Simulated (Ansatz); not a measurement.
The starting structures come from a database of crystals and need not be the phases stable at ambient conditions.

Evanescent states of MoSe₂ (R3m, not sure to be the ambient phase, 3 atoms a cell, 19.7 Å³ an atom) along the normal of (110)

All values below come from PBEsol (plane waves, PAW; Ansatz, a first-principles code).

The gap is the functional's own, uncorrected, and κ follows it; spin-orbit coupling is left out. Mid-gap values are interpolated between the computed energies.

Energies count from the valence-band top; κ is the least over a 6×6 mesh across the current.

```
E (eV)  κ (1/Å)  where
------  -------  -----
0.03      0.076  off Γ
0.09      0.132  off Γ
0.15      0.171  off Γ
0.21      0.204  off Γ
0.27      0.213      Γ
0.33      0.202      Γ
0.39      0.189      Γ
0.45      0.174      Γ
0.51      0.156      Γ
0.57      0.133      Γ
0.63      0.103      Γ
0.69      0.053      Γ
```

Task: How thick must the barrier be to attenuate the transmission by 10^6 when the electrodes' Fermi level lies at 0.45 eV, and what attenuation does that film give at 0.21 eV?

Result: d = 6 ln 10 / (2 × 0.174) = 39.7 Å. At 0.21 eV it gives 6 × 0.204/0.174 = 7.0 decades.
